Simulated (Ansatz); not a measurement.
Si (diamond structure), Σ9 (114) [1-10] symmetric tilt. One P atom replaces one Si atom in a bicrystal of 63 atoms (one solute to 63 Å² of one boundary, a high coverage); atoms relaxed, cell held. Energies count from the site farthest from both boundaries, which lies only 5.2 Å away; negative means that the solute is drawn to the site. The cell is neutral, and spin is allowed where the electrons are odd. k-points: Γ-centred 2×6×1 mesh; occupations: Fermi-Dirac, 0.050 eV; spin-polarised, moments started parallel. Scalar-relativistic, no spin-orbit coupling.

Sites tried, by distance from the nearest boundary plane (Å): 0.01, 0.25, 0.98, 1.95.

Problem. Does P segregate by Ansatz (a first-principles code) with PBE, and with what energy at each site?

Solution. 0.01 Å: -0.59 eV; 0.25 Å: -0.24 eV; 0.98 Å: 0.17 eV; 1.95 Å: 0.31 eV. The most favoured site tried binds it by 0.59 eV.
